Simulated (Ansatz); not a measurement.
# What isotropic strain +3.78 % does to TaN

Base system: TaN in the rock salt structure (space group Fm-3m, No. 225; a = 4.4170 Å).

The change: the cell is scaled by 1.0378 in all directions; the atoms relax in the strained cell.

Calculations: DFT with PBE, PAW potentials and a 420 eV plane-wave cutoff in Ansatz (an electronic-structure program), no spin-orbit coupling. Γ-centred 18×18×18 mesh, Fermi–Dirac width 0.05 eV.

```csv
quantity,base,changed,shift
space group,Fm-3m (No. 225),Fm-3m (No. 225),–
shortest interatomic distance,220.9 pm,229.2 pm,+8.3 pm
energy relative to the base (free energy F),0 meV/atom,+125 meV/atom,+125 meV/atom
pressure,0.0 GPa,-28.6 GPa,-28.6 GPa
band gap,zero,zero,–
```

Final structure:

```
CELL_PARAMETERS angstrom
      0.00000     2.29200     2.29200
      2.29200     0.00000     2.29200
      2.29200     2.29200     0.00000
ATOMIC_POSITIONS crystal
  N  0.00000 0.00000 0.00000
  Ta 0.50000 0.50000 0.50000
```

Cost of the whole job for the changed cell (relaxation, final SCF and bands): very roughly 10 core-seconds.

Stability against distortions was not tested. The final runs are not spin-polarised. This is not the structure that TaN has at room temperature and ambient pressure.
